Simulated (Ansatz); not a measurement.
TiC: C vacancy, symmetric start

Base system: a 16-atom supercell of TiC in the rock salt structure (space group Fm-3m, No. 225; a = 4.328 Å) at its relaxed geometry.

It is then changed as follows: a neutral C vacancy, symmetric start, atoms relaxed at fixed cell.

Level of theory: r2SCAN (Ansatz, a first-principles code; PAW; 500 eV plane waves; no spin-orbit coupling). Settings: 7×7×7 k-points, 0.05 eV Fermi–Dirac smearing.

```json
[
 {"quantity": "pressure", "base": "0.0 GPa", "changed": "-0.9 GPa", "shift": "-0.85 GPa"},
 {"quantity": "energy gained by relaxation", "base": "–", "changed": "0.29 eV", "shift": "–"},
 {"quantity": "largest displacement of a host atom from its site in the perfect cell", "base": "–", "changed": "0.06 Å", "shift": "–"},
 {"quantity": "mean distance from the defect site to its nearest host atoms", "base": "4.09 bohr", "changed": "4.19 bohr", "shift": "+0.105 bohr"}
]
```

In so small a cell the defect repeats every few ångströms: this is an ordered compound, not a dilute defect. The defect started on the symmetric site and kept its symmetry, so it may sit on a saddle. The final runs are not spin-polarised. The defect cell is not spin-polarised.
